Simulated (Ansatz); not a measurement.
Start from BeS in the zinc blende structure (space group F-43m, No. 216; a = 4.869 Å). Axes: x, y, z lie along the cube axes.

Calculations: r2SCAN in Ansatz (plane waves to 500 eV, PAW, no SOC).

Base values:

```
Item       Result
--------  -------
Band gap  3.59 eV
```

Modification: uniaxial strain ε_yy = −2.55 %, all other strain components held at zero; the atoms relax in the strained cell.

Task: How does this affect the stress?

Result: The stress (xx, yy, zz, yz, xz, xy; compression positive) comes out as (1.79, 4.32, 1.79, 0.00, 0.00, 0.00) GPa.

Task: What does the calculation give for the energy relative to the base after the change?

Result: The energy goes up by 4.9 meV/atom.

Task: Estimate the effect on the band gap.

Result: The band gap shrinks by 0.29 eV, from 3.59 eV to 3.30 eV.

Stability against distortions was not tested.

Ansatz is an electronic-structure program.
